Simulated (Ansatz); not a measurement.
Where the default PAW files enter, the runs use the earlier of Ansatz's two default sets.

Input:

```
CELL_PARAMETERS angstrom
      4.99265     0.00000     0.00000
      0.00000     4.99265     0.00000
      0.00000     0.00000     6.93393
ATOMIC_POSITIONS crystal
  Si 0.30134 0.30134 0.50000
  Si 0.19866 0.80134 0.75000
  Si 0.69866 0.69866 0.00000
  Si 0.80134 0.19866 0.25000
  O  0.10643 0.23861 0.32011
  O  0.26139 0.60643 0.57011
  O  0.89357 0.76139 0.82011
  O  0.73861 0.39357 0.07011
  O  0.60643 0.26139 0.42989
  O  0.76139 0.89357 0.17989
  O  0.39357 0.73861 0.92989
  O  0.23861 0.10643 0.67989
```

Space group of this cell: P4_12_12. The cell is taken as given.

Level of theory: r2SCAN (plane waves, PAW; Ansatz, a first-principles code).

The current runs along the normal of the first two printed vectors; no spin-orbit coupling. Scaled by the factor s: all lengths (ions clamped). The meshes follow the cell: 6×6×6 and 6×6 across at s = 0.98, 6×6×6 and 6×6 across at s = 1.00, 6×6×4 and 6×6 across at s = 1.02.

```csv
s,mean pressure (GPa),band gap (eV)
0.98,12.2,?
1.00,0.1,6.34
1.02,-9.2,5.99
```

Problem. Take the slope of the band gap against ln s from the two given rows, extrapolate to s = 0.98, and say what the run there gives.

Solution. Slope = (5.99 − 6.34) / ln 1.02 = -17.7 eV. The line gives 6.34 + (-17.7) × ln 0.98 = 6.70 eV. The run gives 6.63 eV, 0.07 eV under the line, 19 % of the predicted step.
